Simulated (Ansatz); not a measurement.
**Electron-phonon data for Ta$_{2}$N (P-3m1)**

Data:

```yaml
crystal:
  lattice:
    - [3.08271, 0.00000, 0.00000]
    - [-1.54136, 2.66971, 0.00000]
    - [0.00000, 0.00000, 4.81424]
  atoms:
    - { symbol: Ta, position: [0.66667, 0.33333, 0.74731] }
    - { symbol: Ta, position: [0.33333, 0.66667, 0.25269] }
    - { symbol: N, position: [0.00000, 0.00000, 0.00000] }
```

Calculation: PBEsol, DFPT electron-phonon coupling, linearised Boltzmann equation (plane waves, PAW, scalar-relativistic; Ansatz, an electronic-structure program). Geometry: relaxed with this functional, without spin-orbit coupling.

| Property | Result |
|---|---|
| resistivity at 300 K | 17.4 (x), 17.4 (y), 11.0 (z) μΩ·cm |
| resistivity at 77 K | 2.2 (x), 2.2 (y), 1.38 (z) μΩ·cm |
| electron mean free path at 300 K (weighted by the current that each state carries) | 7.1 (x), 7.1 (y), 7.8 (z) nm |
| electron-phonon coupling λ | 0.49 |
| transport coupling λ_tr | 0.53 (x), 0.53 (y), 0.50 (z) |
| logarithmic mean phonon energy | 22 meV |
| density of states at the Fermi level | 0.52 states/(eV·spin·cell) |
| Drude plasma energy | 5.7 (x), 5.7 (y), 6.9 (z) eV |
| Tc for μ* = 0.10 (anisotropic Eliashberg) | 2.7 K |
| Tc for μ* = 0.13 (anisotropic Eliashberg) | 1.67 K |

A metal at this level (no band gap). Only scattering by harmonic phonons is included (no impurities, grain boundaries, electron-electron scattering or thermal expansion). Spin-orbit coupling is left out, which matters with elements this heavy. For metals of groups 4 to 10, Tc at these values of μ* can lie well above the measured one. At a coupling this weak a few per cent in λ move Tc by tens of per cent. The run warned that the eigensolver left some states short of its tolerance. Halving the electron mesh (32x32x20) moves the resistivity by up to 5 % at 300 K, the mean free path by up to 2 %, the coupling by up to 1 %, Tc by up to 1 %. Smearing 0.20 eV; phonons on a 5x5x3 q mesh, which this run doesn't test and which matters most at low temperature. Tc comes from the anisotropic Migdal-Eliashberg equations with μ*, a chosen number, referred to 34 meV.

Computed structure with no diffraction record at hand here (it may be known, metastable or hypothetical): Ta2N (P-3m1).
